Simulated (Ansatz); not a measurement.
# Pressure series in TaS2

Start from TaS$_{2}$ in the CdI2 type structure (space group P-3m1, No. 164; a = 3.329 Å, c = 5.785 Å; layered, stacked along the Cartesian z axis).

Cell and atoms are relaxed at each pressure.

Computed with PBE-D3(BJ), PAW, 420 eV (Ansatz, a first-principles code; no SOC).

Notes on the quantities. enthalpy: H = E + PV relative to the base's energy.

```csv
case,enthalpy,lattice parameter a
base,–,3.329 Å
pressure −2 GPa,-0.24 eV/atom,3.358 Å
pressure −1 GPa,-0.12 eV/atom,3.342 Å
pressure 0.9 GPa,+0.10 eV/atom,3.317 Å
pressure 2.1 GPa,+0.24 eV/atom,[?]
pressure 4.5 GPa,+0.50 eV/atom,3.278 Å
pressure 9 GPa,+0.97 eV/atom,[?]
pressure 15 GPa,+1.57 eV/atom,3.190 Å
pressure 22.5 GPa,+2.27 eV/atom,3.139 Å
pressure 30 GPa,+2.95 eV/atom,3.095 Å
```

Problem. Complete the table.

Solution. 
- pressure 2.1 GPa, lattice parameter a: 3.303 Å
- pressure 9 GPa, lattice parameter a: 3.236 Å

Load acts through the strain it causes; cell and atoms are relaxed under it. Stability against distortions was not tested. Competing high-pressure phases were not computed. All final runs are without spin polarisation. An odd electron count without spin: TaS2.
